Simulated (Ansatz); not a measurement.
rock salt NaCl; conventional cell a = b = c = 5.465 Å, α = β = γ = 90.00°.

Q: By how much do the lattice constants and the volume change from 300 K to 475 K (quasi-harmonic approximation, DFT at the LDA level (Ansatz, an electronic-structure program)), and how far does the bulk modulus soften?

A: a by 0.77 %, the volume by 2.33 %; B_T goes from 26.5 to 23.0 GPa. No phase change or melting is allowed for: the numbers belong to this structure as given.

The PAW data sets were generated under PBE and serve the other functionals too.
